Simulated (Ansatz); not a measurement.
For CsCl-type CoGa, PBE in Ansatz (plane waves, PAW) gives:

| Property | Value |
|---|---|
| lattice constant a | 2.882 Å |
| bulk modulus B0 | 177 GPa |
| cohesive energy | 4.08 eV/atom |
| elastic constant C11 | 219 GPa |
| elastic constant C44 | 106 GPa |
| Voigt–Reuss–Hill shear modulus | 65.3 GPa |
| enthalpy of formation | -0.255 eV/atom |

What does r²SCAN (plane waves, PAW; Ansatz, a program for electronic structure) give for the same quantities?


- lattice constant a: 2.844 Å (drops by 1.3 %)
- bulk modulus: 202 GPa (rises by 14 %)
- cohesive energy: 3.94 eV/atom (shrinks by 0.14 eV/atom)
- elastic constant C11: 276 GPa (goes up by 26 %)
- elastic constant C44: 125 GPa (increases by 18 %)
- Voigt–Reuss–Hill shear modulus: 90.1 GPa (grows by 38 %)
- formation enthalpy: -0.175 eV/atom (moves by +0.080 eV/atom)

For comparison: lattice constant a 2.878 Å (measured, temperature not stated, copied from a table, unchecked, no zero-point or thermal correction; as tabulated in Monatshefte fuer Chemie und verwandte Teile anderer Wissenschaften 123, 509 (1992)).

Changes are worked out from the printed values.

Unless a cell is named, each level is at its own relaxed cell (PBE 11.96, r²SCAN 11.50 Å³/atom).

The crystal itself was run without spin with PBE, r²SCAN.

Ansatz's density-functional and Hartree–Fock values are scalar-relativistic unless marked +SOC, with PAW data made under PBE.
